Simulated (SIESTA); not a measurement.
Worked example: self-consistent single point of InRh (Pm-3m, 2 atoms in the cell) in SIESTA.

Method of the run: GGA PBEsol with spin-orbit coupling, numerical atomic orbitals TZP, PseudoDojo PBEsol fully relativistic norm-conserving potentials (rewritten from UPF to PSML) in SIESTA.

```yaml
crystal:
  lattice:
    - [3.20968, 0.00000, 0.00000]
    - [0.00000, 3.20968, 0.00000]
    - [0.00000, 0.00000, 3.20968]
  atoms:
    - { symbol: In, position: [0.00000, 0.00000, 0.00000] }
    - { symbol: Rh, position: [0.50000, 0.50000, 0.50000] }
```

Reference input (self-consistent single point, DFT, GGA PBEsol, numerical atomic orbitals TZP, PseudoDojo PBEsol standard norm-conserving potentials (rewritten from UPF to PSML)): XC.functional = GGA; XC.authors = PBEsol; potentials = PseudoDojo PBEsol standard; PAO.BasisSize = TZP; PAO.EnergyShift = 0.01 Ry; MeshCutoff = 350 Ry; kgrid.MonkhorstPack = 10 10 10; OccupationFunction = MP; OccupationMPOrder = 0; ElectronicTemperature = 2320.9 K; MaxSCFIterations = 150; SCF.Mixer.Method = Pulay. This run's input differs from it in these lines:

```diff
@@ -1,2 +1,2 @@
-# files in the folder: In.psml Rh.psml (PseudoDojo PBEsol standard)
+# files in the folder: In.psml Rh.psml (PseudoDojo PBEsol fully relativistic)
 SystemName  InRh
@@ -35,2 +35,7 @@
 ElectronicTemperature        2320.9 K
+Spin                         spin-orbit
+%block DM.InitSpin
+  1 0.00 0.00 0.00
+  2 0.00 0.00 0.00
+%endblock DM.InitSpin
```

The program printed (abridged):

```
        iscf     Eharris(eV)        E_KS(eV)     FreeEng(eV)     dDmax    Ef(eV) dHmax(eV)
   scf:    1    -4966.447841    -4985.480468    -4985.498394  0.989194 -1.775210 14.305315
     spin moment: {S} , |S| = {    0.00000   -0.00000   -0.00000 }     0.00000
   scf:    2    -4992.762013    -4989.569479    -4989.590563  0.133472 -2.529985  8.198788
     spin moment: {S} , |S| = {   -0.00000    0.00000    0.00000 }     0.00000
   scf:    3    -4992.175226    -4991.496188    -4991.519636  0.122487 -3.434633  2.718771
     spin moment: {S} , |S| = {   -0.00000    0.00000    0.00000 }     0.00000
   [... lines left out ...]
   scf:    9    -4991.692265    -4991.692294    -4991.716197  0.000220 -3.587180  0.006035
     spin moment: {S} , |S| = {    0.00000    0.00000    0.00000 }     0.00000
mix: Pulay -- inversion failed, > SVD [rank/size] 4 / 7
   scf:   10    -4991.692252    -4991.692290    -4991.716199  0.000103 -3.586880  0.000378
     spin moment: {S} , |S| = {    0.00000    0.00000    0.00000 }     0.00000
mix: Pulay -- inversion failed, > SVD [rank/size] 4 / 7
   scf:   11    -4991.692289    -4991.692290    -4991.716199  0.000009 -3.586900  0.000018
     spin moment: {S} , |S| = {   -0.00000    0.00000    0.00000 }     0.00000
SCF Convergence by DM+H criterion
max |DM_out - DM_in|         :     0.0000089481
max |H_out - H_in|      (eV) :     0.0000181814
SCF cycle converged after 11 iterations

Using DM_out to compute the final energy and forces

siesta: E_KS(eV) =            -4991.6923

siesta: E_KS - E_eggbox =     -4991.6923

siesta: Atomic forces (eV/Ang):
     1   -0.000000   -0.000000    0.000000
     2    0.000000   -0.000000   -0.000000
   Tot   -0.000000   -0.000000    0.000000
   Max    0.000000
   Res    0.000000    sqrt( Sum f_i^2 / 3N )
   Max    0.000000    constrained

Stress tensor Voigt[x,y,z,yz,xz,xy] (kbar):       38.65       38.65       38.65       -0.00       -0.00        0.00
(Free)E + p*V (eV/cell)    -4992.5139
Target enthalpy (eV/cell)    -4991.7162

siesta: Program's energy decomposition (eV):
siesta: Enl(+so)=      -211.470917
   [... lines left out ...]
siesta: FreeEng =     -4991.716199
siesta: Cell volume =         33.066270 Ang**3
siesta:         -38.65285354        -38.65285354  kBar
   [... lines left out ...]

Total              30.00000   0.00000     -0.000   0.000   0.000

Mulliken Atomic Populations:
Atom #   charge [q] valence [e]           S      Sx [e]      Sy [e]      Sz [e]  Species
     1    -0.106212   13.106212    0.000000   -0.000000   -0.000000    0.000000  In
     2     0.106212   16.893788    0.000000   -0.000000    0.000000    0.000000  Rh
 Total     0.000000                0.000000   -0.000000    0.000000    0.000000
```

The run converged in 11 iterations. Against the reference run the pressure goes from -3.57 to -3.87 GPa.

The starting cell comes from a database of computed structures (which also holds hypothetical and non-ambient phases and stackings), without a prior relaxation at this level. Values carry the incompleteness of an atom-centred basis. With a pressure of about -4 GPa the cell is away from its equilibrium volume at this level.

Cost on one core of a shared machine: roughly 3 min.
